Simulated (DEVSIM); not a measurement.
Device: Schottky contact on n-type β-Ga2O3, at 400 K.

```csv
layer (left to right),material,thickness (μm),Nd (cm⁻³),τn (s),τp (s)
1,β-Ga2O3,0.380,1.3e15,7.3e-9,7.3e-9
```

Left contact: Schottky, work function 5.48 eV, emission velocity 2e6 cm/s. Right contact: ohmic. Voltage is applied to the left contact. Recombination: SRH at mid-gap, Auger. Mobility is μmin + (μ − μmin)/(1 + (N/Nref)^α).

This is a model device: material constants are rounded textbook-type values typed into the input, and sizes, dopings and lifetimes were drawn at random. Values at 300 K; Nc and Nv go as T^1.5, mobilities as T to minus their exponent, the gap by Varshni's rule with the affinity fixed.

```
parameter         β-Ga2O3
----------------  -------
gap (eV)              4.8
affinity (eV)           4
permittivity           10
Nc (cm⁻³)          3.7e18
Nv (cm⁻³)            5e20
μn (cm²/Vs)           160
μp (cm²/Vs)             1
μn,min                 20
μp,min                0.1
Nref,n               1e18
Nref,p               1e18
αn                    0.8
αp                    0.8
T exponent of μn      1.8
T exponent of μp      1.5
Cn (cm⁶/s)          1e-31
Cp (cm⁶/s)          1e-31
Varshni α (eV/K)   0.0004
Varshni β (K)         600
```

DEVSIM, 1D drift-diffusion, Boltzmann statistics, complete ionisation; no tunnelling, impact ionisation, image-force lowering or self-heating. Metal contacts follow the ideal Schottky-Mott rule: no Fermi-level pinning, no interface dipoles.

The metal work function was swept, all else fixed.

```tsv
metal work function (eV)	dark forward voltage at 100 A/cm² (V)	dark forward voltage at 1 A/cm² (V)	potential step across the device at zero bias (V)	largest field in the device at zero bias (V/cm)
5.33	1.228	0.883	1.041	32000
5.38	1.278	0.933	1.091	33000
5.43	1.328	0.983	1.141	34000
5.48	1.378	1.033	1.191	36000
5.53	1.428	1.083	1.241	37000
5.58	1.478	1.133	1.291	38000
5.63	1.528	1.183	1.341	40000
5.68	1.578	1.233	1.391	41000
```

From the first row to the last the dark forward voltage at 100 A/cm² goes from 1.228 to 1.578. From the first row to the last the dark forward voltage at 1 A/cm² goes from 0.883 to 1.233.
